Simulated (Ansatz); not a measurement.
Consider SiC in the wurtzite structure (space group P6_3mc, No. 186; a = 3.0564 Å, c = 5.0158 Å). Axes: x lies along a and z along c of the hexagonal cell.

Computed with LDA (Ansatz, an electronic-structure program, PAW, no SOC).

Base values:

```
Property                                     Result
-----------------------------  --------------------
Width of the top valence band               3.95 eV
Valence-band top at Γ          0.00, 0.00, -0.11 eV
```

Modification: the cell is stretched by 2.40 % along z with no lateral relaxation, atoms relaxed at fixed cell.

Problem. What happens to the width of the top valence band, valence-band top at Γ and stress?

Solution. The width of the top valence band rises by 0.05 eV to 4.00 eV; the valence-band top at Γ (three highest levels, from the VBM) changes from 0.00, 0.00, -0.11 eV to 0.00, 0.00, -0.33 eV; the stress (xx, yy, zz, yz, xz, xy; compression positive) is (-1.22, -1.22, -12.84, 0.00, 0.00, 0.00) GPa.

The levels and masses belong to the bands next to the band gap. The cells carry an imposed strain or load. Stability against distortions was not tested.
